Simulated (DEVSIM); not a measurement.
Device: abrupt Si p-n junction, at 250 K.

Layer 1 from the left is Si, thickness (μm) 4.20, Na (cm⁻³) 3.6e16, τn (s) 0.00035, τp (s) 0.00035. Layer 2 from the left is Si, thickness (μm) 8.90, Nd (cm⁻³) 2.7e15, τn (s) 0.00035, τp (s) 0.00035.

Left contact: ohmic. Right contact: ohmic. Voltage is applied to the left contact. Recombination: SRH at mid-gap, radiative, Auger. Mobility is constant in doping.

This is a model device: material constants are rounded textbook-type values typed into the input, and sizes, dopings and lifetimes were drawn at random. Values at 300 K; Nc and Nv go as T^1.5, mobilities as T to minus their exponent, the gap by Varshni's rule with the affinity fixed.

Si: gap (eV) 1.124, affinity (eV) 4.05, permittivity 11.7, Nc (cm⁻³) 2.86e19, Nv (cm⁻³) 3.1e19, μn (cm²/Vs) 1417, μp (cm²/Vs) 470, T exponent of μn 2.3, T exponent of μp 2.2, B (cm³/s) 4.7e-15, Cn (cm⁶/s) 2.8e-31, Cp (cm⁶/s) 9.9e-32, Varshni α (eV/K) 0.000473, Varshni β (K) 636.

Simulated with DEVSIM: 1D drift-diffusion, Boltzmann statistics, complete ionisation; no tunnelling, impact ionisation, image-force lowering or self-heating.

Dark forward current:

```
|V| (V)  |J| (A/cm²)
-------  -----------
0.05       2.750e-13
0.10       1.781e-12
0.15       1.323e-11
0.20       1.169e-10
0.25        1.128e-9
0.30        1.126e-8
0.35        1.137e-7
0.40        1.153e-6
0.45        1.171e-5
0.50       0.0001189
0.55        0.001207
0.60         0.01224
0.65          0.1236
0.70           1.199
0.75           9.467
0.80           48.61
0.85           157.1
0.90           358.9
0.95           659.2
1.00            1057
1.05            1548
1.10            2128
```

Question: Work out the local ideality factor n = ΔV / (kT/q · ln(J2/J1)) between the rows 0.10 and 0.15 V, 0.40 and 0.45 V, 1.05 and 1.10 V.

Answer: kT/q = 21.54 mV. From 0.10 to 0.15 V: ln(1.323e-11/1.781e-12) = 2.005, n = 1.16. From 0.40 to 0.45 V: ln(1.171e-5/1.153e-6) = 2.318, n = 1.00, near the 1 of diffusion or emission over a barrier. From 1.05 to 1.10 V: ln(2128/1548) = 0.318, n = 7.29.

Question: Estimate the current at 0.45 V from the Shockley equation with J0 = Σ q ni² D/(N L) coth(W/L), τ joining the SRH, radiative and Auger lifetimes that are on, and W taken as the whole layer.

Answer: ni² = 6.36e15 cm⁻⁶; electrons in the p layer: μ = 2160 cm²/Vs, D = 46.4 cm²/s, τ = 0.000317 s, L = 1210 μm, W/L = 0.0035, term 3.13e-15 A/cm²; holes in the n layer: μ = 702 cm²/Vs, D = 15.1 cm²/s, τ = 0.000348 s, L = 726 μm, W/L = 0.012, term 6.41e-15 A/cm². J0 = 9.54e-15 A/cm², and J = J0 exp(qV/kT) = 1.13e-5 A/cm². The simulation gives 1.17e-5 A/cm²; the estimate lies 3.6 % below. The estimate leaves out recombination in the depletion region and that region's share of W.
